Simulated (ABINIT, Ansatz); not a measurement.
An Ansatz (a first-principles code) input for a self-consistent single point of Sc (P6_3/mmc, 4 atoms in the cell) (DFT, PBE, plane waves, default PAW files):

Ansatz 0.2 input:
```yaml
crystal:
  lattice:
    - [3.221975, 0.000000, 0.000000]
    - [-1.610987, 2.790311, 0.000000]
    - [0.000000, 0.000000, 10.366723]
  atoms:
    - { symbol: Sc, position: [0.000000, 0.000000, 0.000000] }
    - { symbol: Sc, position: [0.000000, 0.000000, 0.500000] }
    - { symbol: Sc, position: [0.333333, 0.666667, 0.250000] }
    - { symbol: Sc, position: [0.666667, 0.333333, 0.750000] }
basis:
  ecutwfc: 30.9 Ry
kpoints:
  mp_grid: { grid: [8, 8, 3] }
hamiltonian:
  xc: pbe
  pseudopotentials: { kind: paw }
scf:
  occupations: { method: fermi_dirac, width: 0.0073 Ry }
output:
  forces: true
  eigenvalues: true
  stress: true
```

### Question
Write the same calculation as an input for ABINIT.

### Answer
This is the input that was run; spellings and numerical settings could be chosen otherwise.

```
# Sc, PseudoDojo nc-sr-05 PBE standard
pp_dirpath "./"
pseudos "Sc.upf"
acell 3*1.0
rprim
         6.0886490208   -0.0000001685    0.0000000000
        -3.0443243644    5.2729248110    0.0000000000
         0.0000000000    0.0000000000   19.5902672799
natom 4
ntypat 1
znucl 21
typat 1 1 1 1
xcart
         0.0000000000    0.0000000000    0.0000000000
         0.0000000000    0.0000000000    5.1833615000
         0.0000000515    1.8602077335    2.5916807500
         1.6109871792    0.9301038221    7.7750422500
      Angstrom
ecut 39
occopt 3
tsmear 0.1 eV
nband 29
kptopt 1
ngkpt 8 8 3
nshiftk 1
shiftk 0 0 0
nstep 100
tolvrs 1.0e-11
prtwf 0
prtden 0
prtvol 1
enunit 1
```

Basis, cutoffs, solver keys and any potentials are the target program's own. This input uses DFT, PBE, plane waves, norm-conserving pseudopotentials (PseudoDojo nc-sr-05 PBE standard). The width in Ry is rounded to four decimals. Both were run: pressure 3.36 GPa in Ansatz and 3.37 in ABINIT. Ansatz's pressure is the one without its finite-basis correction.

On Ansatz: the starting cell was generated: these elements placed on a structure prototype, without a prior relaxation; it need not be a known phase or ordering of this composition. Its lattice was rescaled by a random factor within 2.5 % of one. With a pressure of about 3 GPa the cell is away from its equilibrium volume at this level.

On ABINIT: the starting cell was generated: these elements placed on a structure prototype, without a prior relaxation; it need not be a known phase or ordering of this composition. Its lattice was rescaled by a random factor within 2.5 % of one. With a pressure of about 3 GPa the cell is away from its equilibrium volume at this level.
